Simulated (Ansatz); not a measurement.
Base system: ZrTiO$_{4}$ (space group P2_12_12, No. 18; a = 4.725 Å, b = 5.076 Å, c = 5.628 Å; a cell from a computed database, its experimental status unchecked).

Level of theory: PBEsol (Ansatz, a quantum-chemistry and plane-wave program), no SOC.

Base values:

The valence-band top at Γ is 0.00, -0.04, -0.29 eV. The band gap is 2.78 eV. The density is 5.00 g/cm³ and the shortest interatomic distance is 1.884 Å.

One thing is altered: hydrostatic tension (pressure −1 GPa).

Q: Estimate the effect on the valence-band top at Γ.

A: The valence-band top at Γ (three highest levels, from the VBM) goes from 0.00, -0.04, -0.29 eV to 0.00, -0.04, -0.31 eV.

Q: How does this affect the band gap?

A: The band gap decreases by 0.02 eV to 2.76 eV.

Q: Predict the new density.

A: The density decreases by 0.025 g/cm³ (5.00 g/cm³ → 4.97 g/cm³).

Q: How does this affect the shortest interatomic distance?

A: The shortest interatomic distance grows by 0.0023 Å to 1.887 Å.

Load acts through the strain it causes; cell and atoms are relaxed under it. Whether these cells are dynamically stable was not tested. The final runs are not spin-polarised.
